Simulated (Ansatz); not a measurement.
## BP, pressure series

Consider BP in the zinc blende structure (space group F-43m, No. 216; a = 4.548 Å).

Cell and atoms are relaxed at each pressure.

Levels (all Ansatz, a program for electronic structure, PAW, earlier PAW set): PBE (420 eV, without spin-orbit coupling); r2SCAN (500 eV, scalar-relativistic without spin-orbit coupling).

The base cell above is that of PBE; each level relaxes its own structures.

```json
[
 {"case": "pressure −2 GPa", "band gap, PBE": "1.27 eV", "band gap, r2SCAN": "1.43 eV"},
 {"case": "pressure −1 GPa", "band gap, PBE": "1.26 eV", "band gap, r2SCAN": "1.42 eV"},
 {"case": "pressure 1.8 GPa", "band gap, PBE": "1.23 eV", "band gap, r2SCAN": "?"},
 {"case": "pressure 4.2 GPa", "band gap, PBE": "1.21 eV", "band gap, r2SCAN": "?"},
 {"case": "pressure 9 GPa", "band gap, PBE": "1.17 eV", "band gap, r2SCAN": "?"},
 {"case": "pressure 18 GPa", "band gap, PBE": "1.11 eV", "band gap, r2SCAN": "?"},
 {"case": "pressure 30 GPa", "band gap, PBE": "1.03 eV", "band gap, r2SCAN": "1.19 eV"},
 {"case": "pressure 45 GPa", "band gap, PBE": "0.93 eV", "band gap, r2SCAN": "1.09 eV"},
 {"case": "pressure 60 GPa", "band gap, PBE": "0.83 eV", "band gap, r2SCAN": "1.00 eV"}
]
```

Task: What belongs in the blanks?

Result: 
- pressure 1.8 GPa, band gap, r2SCAN: 1.39 eV
- pressure 4.2 GPa, band gap, r2SCAN: 1.37 eV
- pressure 9 GPa, band gap, r2SCAN: 1.34 eV
- pressure 18 GPa, band gap, r2SCAN: 1.27 eV

PBE lies below r2SCAN in every row, by 0.16 eV to 0.17 eV. They put the cases in the same order.

Load acts through the strain it causes; cell and atoms are relaxed under it. No phonon test of stability was made. Competing high-pressure phases were not computed.
